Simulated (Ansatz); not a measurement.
The reference is SiC (space group P6_422, No. 181; a = 3.066 Å, c = 7.031 Å; a hypothetical phase, not in the database extracts checked).

Levels (all Ansatz, a program for electronic structure, PAW): PBEsol (420 eV, without spin-orbit coupling); r2SCAN (500 eV, no spin-orbit coupling); HSE06 (420 eV, no spin-orbit coupling).

At the geometry relaxed with PBEsol, these levels gave the following band gaps, in shuffled order: (a) 0.77 eV, (b) 1.63 eV, (c) 1.17 eV.

### Question
Match each gap to its level.

### Answer
(a) PBEsol; (b) HSE06; (c) r2SCAN.

Single points use the geometry relaxed with PBEsol. The hybrid gap comes from the SCF mesh plus the semilocal run's edge points and a few special points and is an upper bound. Stability against distortions was not tested. The base started in P3_121 and relaxed to P6_422 at this level.
